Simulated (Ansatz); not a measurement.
# GaAl₃As₄ (model structure, P-4m2, No. 115, 8 atoms in the cell)

Computed with r²SCAN+SOC (Ansatz, a program for electronic structure, PAW).

Run with plane-wave cutoff 560 eV, 8×8×4 k mesh (along the axes of the cell as run), Fermi–Dirac smearing 0.01 eV, PAW data made under PBE.

Cell (relaxed with PBEsol):

```xyz
8
Lattice="4.0115 0.0000 0.0000 0.0000 4.0115 0.0000 0.0000 0.0000 11.3352" Properties=species:S:1:pos:R:3 pbc="T T T"
Ga     0.0000     0.0000     0.0000
As     2.0057     0.0000     1.4156
Al     2.0057     2.0057     2.8299
As     0.0000     2.0057     4.2484
Al     0.0000     0.0000     5.6676
As     2.0057     0.0000     7.0868
Al     2.0057     2.0057     8.5053
As     0.0000     2.0057     9.9196
```

```yaml
band_gap: 1.69 eV
smallest_direct_gap_on_the_k_points_sampled: 1.70 eV
```

Note: the relaxation could raise the start's symmetry but not lower it, so the cell can be a saddle point; cell and atoms aren't relaxed at this level (largest force component 0.03 eV/Å).

The computed numbers hold no vibrational or temperature effects.

A model structure was made by putting elements into a prototype or built by hand; it is no filed structure, need not be a known phase, and can be a saddle point held by its symmetry.
